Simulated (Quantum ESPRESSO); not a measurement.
Quantum ESPRESSO run on GaFe (P1, 2 atoms in the cell): self-consistent single point.

Method: LDA (PZ), GBRV 1.5 ultrasoft (LDA) pseudopotentials (plane waves; Quantum ESPRESSO).

The change in words: atoms moved at random. Reference geometry:
```
GaFe
1.0
    2.73219     0.00000     0.00000
   -1.36610     2.36615     0.00000
    0.00000     0.00000     4.00740
Ga Fe
1 1
Direct
  0.00000   0.00000   0.50000
  0.66667   0.33333   0.00000
```
Moments meant for the start (each program seeds them in its own way; μB, in the order of the atoms Ga Fe): 0.0 4.0.

Reference input (self-consistent single point, DFT, LDA (PZ), plane waves, GBRV 1.5 ultrasoft (LDA) pseudopotentials): ecutwfc = 50 Ry; ecutrho = 400 Ry; occupations = smearing; smearing = fermi-dirac; degauss = 0.0073499 Ry; nspin = 2; potentials = {Ga: ga_lda_v1.4.uspp.F.UPF, Fe: fe_lda_v1.5.uspp.F.UPF}; K_POINTS = automatic 11 11 7 0 0 0; conv_thr = 1e-10 Ry; mixing_beta = 0.3. This run's input differs from it in these lines:

```diff
@@ -10,5 +10,3 @@
 &SYSTEM
-   ibrav = 4,
-   celldm(1) = 5.163091822,
-   celldm(3) = 1.46673555740,
+   ibrav = 0,
    nat = 2,
@@ -31,6 +29,10 @@
 ATOMIC_POSITIONS {angstrom}
-Ga    0.000000000    0.000000000    2.003700500
-Fe    1.366095265    0.788715469    0.000000000
+Ga    0.051975841    0.028074322    2.011126214
+Fe    1.314121191    0.760640222   -0.007425714
 K_POINTS {automatic}
 11 11 7  0 0 0
+CELL_PARAMETERS {angstrom}
+   2.732191000     0.000000000     0.000000000
+  -1.366095000     2.366146000     0.000000000
+   0.000000000     0.000000000     4.007401000
```

Output (repeated stretches shortened):

```
     Self-consistent Calculation

     iteration #  1     ecut=    50.00 Ry     beta= 0.30

---- Real-time Memory Report at c_bands before calling an iterative solver
           362 MiB given to the printing process from OS
           329 MiB allocation reported by mallinfo(arena+hblkhd)
------------------

     total energy              =    -653.46790297 Ry
     estimated scf accuracy    <      31.27631061 Ry

     total magnetization       =     1.29 Bohr mag/cell
     absolute magnetization    =     1.42 Bohr mag/cell

     iteration #  2     ecut=    50.00 Ry     beta= 0.30

   [... lines left out ...]
     estimated scf accuracy    <          1.6E-10 Ry

     total magnetization       =     1.92 Bohr mag/cell
     absolute magnetization    =     2.17 Bohr mag/cell

     iteration # 16     ecut=    50.00 Ry     beta= 0.30

---- Real-time Memory Report at c_bands before calling an iterative solver
           439 MiB given to the printing process from OS
           342 MiB allocation reported by mallinfo(arena+hblkhd)
------------------

     Magnetic moment per site  (integrated on atomic sphere of radius R)
     atom   1 (R=0.372)  charge= 17.1863  magn= -0.0502
     atom   2 (R=0.372)  charge= 14.3773  magn=  2.0076
     End of self-consistent calculation

     the Fermi energy is    16.1725 ev

!    total energy              =    -665.29445745 Ry
     estimated scf accuracy    <          1.4E-11 Ry
     smearing contrib. (-TS)   =      -0.00437151 Ry
     internal energy E=F+TS    =    -665.29008593 Ry

     total magnetization       =     1.92 Bohr mag/cell
     absolute magnetization    =     2.17 Bohr mag/cell

     convergence has been achieved in  16 iterations

     Forces acting on atoms (cartesian axes, Ry/au):

     atom    1 type  1   force =    -0.01043957   -0.00579277   -0.00505668
     atom    2 type  2   force =     0.01043957    0.00579277    0.00505668

     Total force =     0.018336     Total SCF correction =     0.000008

          total   stress  (Ry/bohr**3)                   (kbar)     P=     -102.98
  -0.00060342   0.00005203   0.00001063          -88.77        7.65        1.56
   0.00005203  -0.00065930   0.00000590            7.65      -96.99        0.87
   0.00001063   0.00000590  -0.00083743            1.56        0.87     -123.19

   JOB DONE.
```

The run converged in 16 iterations. Against the reference run the free energy rises by 9.2 meV/atom, the pressure goes from -10.68 to -10.30 GPa, the largest force goes from 0.000 to 0.333 eV/Å and the size of the net moment stays at 0.96 μB/atom.

The starting cell comes from a database of computed structures (which also holds hypothetical and non-ambient phases and stackings), without a prior relaxation at this level. Its lattice was rescaled by a random factor within 2.5 % of one. For this run, on top of that: atoms moved at random. With one magnetic atom in the cell only a parallel order is possible. With a pressure of about -10 GPa the cell is away from its equilibrium volume at this level.

Cost on one core of a shared machine: roughly 5 min.
